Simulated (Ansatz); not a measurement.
Consider MoTe2 in the 2H-MoS2 type structure (space group P6_3/mmc, No. 194; a = 3.5419 Å, c = 14.1820 Å; layered, stacked along the Cartesian z axis). Axes: x lies along a and z along c of the hexagonal cell.

Level of theory: Kohn–Sham DFT with the r2SCAN+rVV10 functional, run in Ansatz (a quantum-chemistry and plane-wave program) with PAW and 500 eV plane waves, without spin-orbit coupling, earlier PAW set.

Strains are applied to the cell and any free atomic positions relax.

One change was made to it. Results:

The band gap falls by 0.09 eV, from 0.87 eV to 0.78 eV; the largest internal atomic displacement comes out as 0.070 Å; the pressure (mean of the normal stresses, compression positive) goes from zero to 4.25 GPa; the smallest direct gap goes up by 0.04 eV, from 1.09 eV to 1.13 eV.

Problem. Which change produced these results?
(A) isotropic strain −2.54 %
(B) isotropic strain −0.62 %
(C) strain tensor (xx, yy, zz, yz, xz, xy) = (+0.70, −1.58, +0.75, −2.79, −0.73, +1.43) %
(D) strain tensor (xx, yy, zz, yz, xz, xy) = (−1.35, −0.07, +0.17, +0.32, −0.11, −0.92) %

Solution. A, isotropic strain −2.54 %. For comparison, the band gap in the other runs: strain tensor (xx, yy, zz, yz, xz, xy) = (−1.35, −0.07, +0.17, +0.32, −0.11, −0.92) % gives 0.92 eV; strain tensor (xx, yy, zz, yz, xz, xy) = (+0.70, −1.58, +0.75, −2.79, −0.73, +1.43) % gives 0.91 eV; isotropic strain −0.62 % gives 0.86 eV.

With Te present, leaving out spin-orbit coupling can change the band edges. Semilocal Kohn–Sham gaps tend to fall short of experiment. Stability against distortions was not tested.
